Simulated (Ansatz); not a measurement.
For ScGe2 (model structure, started from the AlB2 type, P6/mmm, No. 191, 3 atoms in the cell), PBE (plane waves, PAW; Ansatz, a program for electronic structure) gives:

* **lattice parameter a**: 4.353 Å
* **lattice parameter c**: 3.619 Å
* **cohesive energy**: 4.14 eV/atom

**Question.** What does r²SCAN in Ansatz (plane waves, PAW) give for the same quantities?

**Answer.** 
- lattice constant a: 4.294 Å (shrinks by 1.4 %)
- lattice parameter c: 3.627 Å (increases by 0.2 %)
- cohesive energy: 4.19 eV/atom (rises by 0.05 eV/atom)

Changes are worked out from the printed values.

Unless a cell is named, each level is at its own relaxed cell (PBE 19.80, r²SCAN 19.31 Å³/atom).

The crystal itself was run without spin with PBE, r²SCAN; a magnetic state was not tried in these runs.

Ansatz's density-functional and Hartree–Fock values are scalar-relativistic unless marked +SOC, with PAW data made under PBE.

A model structure was made by putting elements into a prototype or built by hand; it is no filed structure, need not be a known phase, and can be a saddle point held by its symmetry.
